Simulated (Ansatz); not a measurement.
O on the 1x1 (111) surface of fcc Ni, ferromagnetic, one in a 2x2 cell, energies for each (21.5 Å²). Energies are against ½ O2(g), without zero-point or thermal terms; each row is named by its start.

These are PBE (plane waves to 420 eV, PAW; Ansatz, a first-principles code) values and carry that method's errors.

### Question
Which site binds most strongly?
(A) hollow Ni-Ni-Ni over Ni at depth 4.0 Å
(B) hollow Ni-Ni-Ni over Ni at depth 2.0 Å
(C) top Ni

### Answer
A, hollow Ni-Ni-Ni over Ni at depth 4.0 Å. Adsorption energies: hollow Ni-Ni-Ni over Ni at depth 4.0 Å -2.32 eV; hollow Ni-Ni-Ni over Ni at depth 2.0 Å -2.22 eV; top Ni -0.41 eV.
